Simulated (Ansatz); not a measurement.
A self-consistent single point of Tc₃N (P-6m2, 4 atoms in the cell) with Ansatz (a first-principles code).

Method: PBEsol with spin-orbit coupling, default PAW files made with PBE (plane waves; Ansatz).

```
Tc3N
1.0
    2.79779     0.00000     0.00000
   -1.39889     2.42296     0.00000
    0.00000     0.00000     7.03934
Tc N
3 1
Direct
  0.00000   0.00000   0.50000
  0.66667   0.33333   0.80333
  0.66667   0.33333   0.19667
  0.00000   0.00000   0.00000
```

Reference input (self-consistent single point, DFT, PBEsol, plane waves, default PAW files made with PBE): kpoints.mp_grid.grid = 14 14 5; hamiltonian.xc = pbesol; hamiltonian.pseudopotentials = {kind: paw} (the program's default PAW files); scf.occupations.method = gaussian; scf.occupations.width = 0.0037 Ry. This run's input differs from it in these lines:

Ansatz 0.2 input:
```diff
@@ -15,2 +15,5 @@
   pseudopotentials: { kind: paw }
+magnetization:
+  noncollinear: true
+  spin_orbit: true
 scf:
```

The program printed (abridged):

```
SCF iter   1: F=—  HF=-16402.319936 eV  |F-HF|=—  |Δ(HF+E_count)|=         —  Δρ=1.92e-1  dr2=1.08e2  dr2_m=0.00e0 (ungated)  ethr=3.10e-3  |M|=0.00e0 ∫|m|=0.00e0 μB  |m|>n=0.0e0 m-floor=0.0e0 τ_xc=0.0e0  β_m=0.30  ⟨swp⟩=6.1  Hψ=19134  notcnv=0
all-band conjugate gradients solve this SCF's bands
preconditioner: auto → Kerker (q_TF=auto, 2.750 Å⁻¹)
spin=Noncollinear: Kerker preconditioning applied to the charge; magnetization (m_x, m_y, m_z) channels mix plain (no charge-response kernel on spin).
   [... lines left out ...]
SCF iter  10: F=—  HF=-16393.805587 eV  |F-HF|=—  |Δ(HF+E_count)|=   1.00e-6  Δρ=1.06e-5  dr2=4.88e-8  dr2_m=0.00e0 (ungated)  ethr=2.00e-10  |M|=0.00e0 ∫|m|=0.00e0 μB  |m|>n=0.0e0 m-floor=0.0e0 τ_xc=0.0e0  β_m=0.98  ⟨swp⟩=8.9  Hψ=21060  notcnv=0
SCF iter  11: F=-16393.805587 eV  HF=-16393.805587 eV  |F-HF|=4.81e-9  |Δ(HF+E_count)|=  3.64e-11  Δρ=2.38e-6  dr2=5.55e-9  dr2_m=0.00e0 (ungated)  ethr=9.76e-11  |M|=0.00e0 ∫|m|=0.00e0 μB  |m|>n=0.0e0 m-floor=0.0e0 τ_xc=0.0e0  ⟨swp⟩=2.0  Hψ=12409  notcnv=0
SCF 1 converged in 11 iterations: F = -16393.805587 eV  dr2 = 5.55e-9
Magnetization: |M| = 0.0000 μB,  M = (+0.0000, +0.0000, +0.0000) μB
Absolute magnetization: 0.0000 μB (∫|m|)
  site 0: m = (+0.0000, +0.0000, +0.0000) μB, |m| = 0.0000 μB  (R = 1.10 Å)
  site 1: m = (+0.0000, +0.0000, +0.0000) μB, |m| = 0.0000 μB  (R = 0.88 Å)
  site 2: m = (+0.0000, +0.0000, +0.0000) μB, |m| = 0.0000 μB  (R = 0.88 Å)
  site 3: m = (+0.0000, +0.0000, +0.0000) μB, |m| = 0.0000 μB  (R = 0.88 Å)
Free energy (F): -16393.805587 eV
Internal energy: -16393.802480 eV  (E = F + TS)
E sigma→0 (E₀):  -16393.804033 eV
Entropy (-TS):   -0.003107 eV (-0.777 meV/atom)
Fermi energy:    21.983040 eV
--- Forces (eV/Å), atoms counted from 1 ---
  atom   1  Tc     0.00000000    -0.00000000     0.00000000
  atom   2  Tc     0.00000000    -0.00000000     0.21621568
   [... lines left out ...]
  atom   4  N      0.00000000    -0.00000000     0.00000000
--- Stress (GPa, compression-positive) ---
       -5.558035      -0.000000       0.000000
       -0.000000      -5.558035       0.000000
        0.000000       0.000000      -6.498151
  P = ⅓ Tr σ = -5.8714 GPa (-58.714 kbar)
  The stress holds the Pulay correction. Without it, at fixed plane waves, as pw.x and ABINIT print it: P = -6.0044 GPa
```

The run converged in 11 iterations. Against the reference run the pressure moves little (-5.93 to -5.87 GPa) and the largest force hardly changes (0.219 to 0.216 eV/Å).

The starting cell comes from a database of computed structures (which also holds hypothetical and non-ambient phases and stackings), without a prior relaxation at this level. With a pressure of about -6 GPa the cell is away from its equilibrium volume at this level. Ansatz's pressure includes its estimate of the finite-basis (Pulay) stress.

Cost on one core of a shared machine: roughly 70 s.
